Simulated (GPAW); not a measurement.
Band structure of Rh (Fm-3m, 1 atom in the cell).

```xyz
1
Lattice="0.0000 1.9000 1.9000 1.9000 0.0000 1.9000 1.9000 1.9000 0.0000" Properties=species:S:1:pos:R:3 pbc="T T T"
Rh     0.0000     0.0000     0.0000
```

Level of theory: PBE, GPAW PAW datasets PBE (gpaw-data 1.0.1) (plane waves; GPAW).

Settings: mode = pw; ecut = 600 eV; xc = PBE; kpts = 15 15 15; mesh shift (steps) = 0 0 0; occupations.name = methfessel-paxton; occupations.width = 0.2 eV; occupations.order = 0; nbands = -5; convergence.density = 1e-05 e/electron; symmetry.symmorphic = false; symmetry.tolerance = 0.0005; maxiter = 150; bandpath_npoints = 40.

The starting cell has typed, rounded lattice constants, without a prior relaxation at this level. Spin polarisation is off.

Levels in eV from the Fermi level, bands 4 to 11:
```tsv
point	4	5	6	7	8	9	10	11
Γ	-7.96	-3.08	-3.08	-3.08	-1.00	-1.00	16.33	22.05
X	-6.31	-5.93	0.54	0.99	0.99	3.28	12.29	13.66
W	-5.01	-3.78	-3.78	-1.21	1.00	9.74	9.74	11.34
K	-5.50	-4.74	-2.04	-0.70	0.38	7.93	8.68	12.10
L	-6.10	-3.16	-3.16	0.57	0.57	0.74	8.68	15.77
U	-5.50	-4.74	-2.04	-0.70	0.38	7.93	8.68	12.10
```

Bands cross the Fermi level along this path, so the cell is metallic at this level.
